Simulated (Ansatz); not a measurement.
Reference: RbBr (Fm-3m), PBEsol with spin-orbit coupling, rigid bands (plane waves, PAW; Ansatz, a quantum-chemistry and plane-wave program); geometry: cell and atoms relaxed with PBEsol.

```
CELL_PARAMETERS angstrom
      0.00000     3.42149     3.42149
      3.42149     0.00000     3.42149
      3.42149     3.42149     0.00000
ATOMIC_POSITIONS crystal
  Rb 0.00000 0.00000 0.00000
  Br 0.50000 0.50000 0.50000
```

| Quantity | Result |
|---|---|
| band gap | 4.06 eV |
| electron conductivity mass | 0.37 mₑ |
| hole conductivity mass | 2.6 mₑ |
| Seebeck coefficient, n-type 1e19 cm⁻³ | -178 μV/K |

Q: Swap Rb for K, keeping the structure type. How do these values move?

A: KBr (Fm-3m): volume per atom 40.1 to 35.1 Å³; band gap stays about the same (4.06 eV to 4.18 eV); electron conductivity mass stays about the same (0.37 mₑ to 0.38 mₑ); hole conductivity mass stays about the same (2.6 mₑ to 2.5 mₑ); Seebeck coefficient, n-type 1e19 cm⁻³ stays about the same (-178 μV/K to -180 μV/K).

Q: Replace Rb by Ag on the same sites and relax. What happens?

A: AgBr (Fm-3m): volume per atom 40.1 to 22.8 Å³; band gap falls (4.06 eV to 0.42 eV); electron conductivity mass falls (0.37 mₑ to 0.187 mₑ); hole conductivity mass falls (2.6 mₑ to 0.64 mₑ); Seebeck coefficient, n-type 1e19 cm⁻³ falls in size (-178 μV/K to -109 μV/K).

Moves up to 5 % count as about the same. Masses are for dilute carriers at 300 K, harmonic means over directions unless an axis is named. Seebeck coefficients are for the stated density at 300 K, with one relaxation time for all states and whether or not that doping can be reached.

Formula and space group known from diffraction (Crystallography Open Database), not checked to be the room-temperature form: RbBr (Fm-3m).
